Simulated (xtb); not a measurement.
xtb 6.7.1, GFN2-xTB: CC(=NC(C)(C)C)[NH2+]C(C)(C)C, charge +1, multiplicity 1, 35 atoms. The geometry is a generated start, not checked to be a minimum at this level.

```yaml
method: GFN2-xTB
"--acc": 1 (default)
"--etemp (K)": 300 (default)
detailed input (--input): "none: ANC optimiser, Lindh (1995) Hessian, microcycle=20, maxdispl=1.0, hlow=0.01 (default)"
basis_functions: 71
valence_electrons: 72
```

Charge 1 and multiplicity 1 are set for this test and not shown to be the ground state.

The structure is relaxed from this start with --opt LEVEL for the levels crude, sloppy, loose, lax, normal, tight, vtight, extreme, once each. Up to the end of the extreme run atoms move by at most 1.7 Å along an axis.

### Question
Which level is enough to come within 1 meV of the tightest end point?

### Answer
normal: 64 cycles against 87, ending 0.60 meV above.

| level | cycles | energy above the extreme run (meV) | gradient norm (eV/Å) |
|---|---|---|---|
| crude | 1 | 79 | 0.097 |
| sloppy | 1 | 79 | 0.097 |
| loose | 1 | 79 | 0.097 |
| lax | 1 | 79 | 0.097 |
| normal | 64 | 0.60 | 0.041 |
| tight | 75 | 0.061 | 0.0070 |
| vtight | 80 | 0.015 | 0.0040 |
| extreme | 87 | — | 0.0019 |
